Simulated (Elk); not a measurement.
A self-consistent single point of LiPd7 (Fm-3m, 8 atoms in the cell) with Elk.

Method: PBEsol, all-electron FP-LAPW, Elk's shipped species files, APW+lo basis with extra local orbitals run with Elk.

```
LiPd7
1.0
    0.00000     3.88572     3.88572
    3.88572     0.00000     3.88572
    3.88572     3.88572     0.00000
Li Pd
1 7
Direct
  0.00000   0.00000   0.00000
  0.50000   0.50000   0.50000
  0.00000   0.00000   0.50000
  0.50000   0.50000   0.00000
  0.50000   0.00000   0.00000
  0.00000   0.50000   0.50000
  0.00000   0.50000   0.00000
  0.50000   0.00000   0.50000
```
Moments meant for the start (each program seeds them in its own way; μB, in the order of the atoms Li Pd Pd Pd Pd Pd Pd Pd): 0.0 1.0 1.0 1.0 1.0 1.0 1.0 1.0.

Reference input (self-consistent single point, DFT, PBEsol, all-electron FP-LAPW, Elk's shipped species files, APW+lo basis with extra local orbitals): xctype = 22; spinpol = true; rgkmax = 8; swidth = 0.00499791 Ha; ngridk = 5 5 5; reducebf = 0.7; gmaxvr = 16 1/bohr; nxlo = 2; lorbcnd = true; lmaxi = 2; nempty = 10 per atom; maxscl = 100. This run's input differs from it in these lines:

```diff
@@ -60,3 +60,3 @@
 ngridk
-  5 5 5
+  4 4 4
```

Log, with long lists cut:

```
│ Self-consistent loop started │
│ Loop number : 1 │
 total energy                :     -35217.5427875
 total moment                :    6.676916291
│ Loop number : 2 │
 total energy                :     -35222.0710309
 total moment                :    6.601279535
RMS change in Kohn-Sham potential (target) :    10.77490066     (  0.1000000000E-05)
Absolute change in total energy (target)   :    4.528243380     (  0.1000000000E-03)
│ Loop number : 3 │
 total energy                :     -35219.9811632
 total moment                :    5.805603092
RMS change in Kohn-Sham potential (target) :    9.723147424     (  0.1000000000E-05)
   [... lines left out ...]
│ Loop number : 22 │
 total energy                :     -35320.2731008
 total moment                :   0.9437166561E-03
RMS change in Kohn-Sham potential (target) :   0.1770234165E-05 (  0.1000000000E-05)
Absolute change in total energy (target)   :   0.9247414710E-05 (  0.1000000000E-03)
│ Loop number : 23 │
 total energy                :     -35320.2730812
 total moment                :   0.3480494877E-03
RMS change in Kohn-Sham potential (target) :   0.5983854090E-06 (  0.1000000000E-05)
Absolute change in total energy (target)   :   0.1728154893E-04 (  0.1000000000E-03)
Convergence targets achieved

│ Loop number : 24 │

Energies :
 Fermi                       :     0.271292828113
 xc effective B-field        :    -0.191574705643E-10
 external B-field            :      0.00000000000
 total energy                :     -35320.2730748
 (external B-field energy excluded from total)

Density of states at Fermi energy :    299.3108701
 (states/Hartree/unit cell)

Estimated indirect band gap :   0.9829245394E-03
 from k-point      5 to k-point      1
Estimated direct band gap   :   0.1715621291E-02
 at k-point      5

Charges :
 core                        :    196.0000000
 valence                     :    129.0000000
 interstitial                :    7.239287816
 muffin-tins (core leakage)
  species :    1 (Li)
   atom    1                 :    2.181032678     (   0.000000000    )
  species :    2 (Pd)
   [... lines left out ...]
   atom    2                 :  -0.4075134916E-05
   atom    3                 :  -0.4075134916E-05
   atom    4                 :  -0.4075134916E-05
   atom    5                 :  -0.4075134916E-05
   atom    6                 :  -0.4075134916E-05
   atom    7                 :  -0.4075134916E-05
 total in muffin-tins        :  -0.5546010090E-04
 total moment                :  -0.5294959861E-04

│ Self-consistent loop stopped │
```

The run converged in 24 iterations. The count includes the last loop, which Elk runs after its targets are met. Against the reference run the free energy rises by 22.7 meV/atom.

The starting cell comes from a database of computed structures (which also holds hypothetical and non-ambient phases and stackings), without a prior relaxation at this level. The starting moments vanished: the run ended non-magnetic. Values depend on the basis (sphere radii, cutoffs, local orbitals), which need not be converged. The log's line on a gap gives a spacing of levels on this mesh, which the program prints for metals too.

Cost on one core of a shared machine: roughly 3 min.
